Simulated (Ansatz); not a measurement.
For rock-salt BeTe (model structure), rVV10 in Ansatz (plane waves, PAW) gives:

| Item | Value |
|---|---|
| equilibrium lattice constant a | 5.417 Å |
| formation enthalpy | 0.231 eV/atom |

### Question
What does r²SCAN in Ansatz (PAW) give for the same quantities?

### Answer

- lattice constant a: 5.371 Å (decreases by 0.8 %)
- formation enthalpy: 0.124 eV/atom (decreases by 0.107 eV/atom)

Changes are worked out from the printed values.

Unless a cell is named, each level is at its own relaxed cell (rVV10 19.87, r²SCAN 19.36 Å³/atom).

Levels without +SOC leave out spin–orbit coupling, which shifts energies and cells of such heavy elements.

Ansatz's density-functional and Hartree–Fock values are scalar-relativistic unless marked +SOC, with PAW data made under PBE.

A model structure was made by putting elements into a prototype or built by hand; it is no filed structure, need not be a known phase, and can be a saddle point held by its symmetry.

Ansatz is a program for electronic structure.
